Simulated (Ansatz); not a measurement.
Results of r²SCAN (plane waves, PAW; Ansatz, a first-principles code) for CuI (P-3m1, No. 164, 4 atoms in the cell; start mp-570081; a measured phase of this formula has another space group).

Settings: plane-wave cutoff 560 eV, 12×12×6 k mesh (along the axes of the cell as run), Fermi–Dirac smearing 0.01 eV, no spin polarisation, scalar-relativistic PAW data made under PBE.

Cell (relaxed at this level):

Space group P-3m1 (No. 164); a = 4.137 Å, b = 4.137 Å, c = 7.473 Å, α = 90.00°, β = 90.00°, γ = 120.00°

```tsv
atom	site	symmetry	x	y	z
Cu	2d	3m.	0.3333	0.6667	0.4090
I	2d	3m.	0.6667	0.3333	0.2456
```

Give the computed band gap.


- band gap: 2.14 eV

Note: the cell has widely spaced layers and the level no dispersion term, so their spacing and the moduli can rest on weak binding.

Spin–orbit coupling is not included; with these elements it can move the gap by several tenths of an eV or more.

The computed numbers hold no vibrational or temperature effects.

A start named mp-… is a Materials Project structure, which need not be a measured phase.
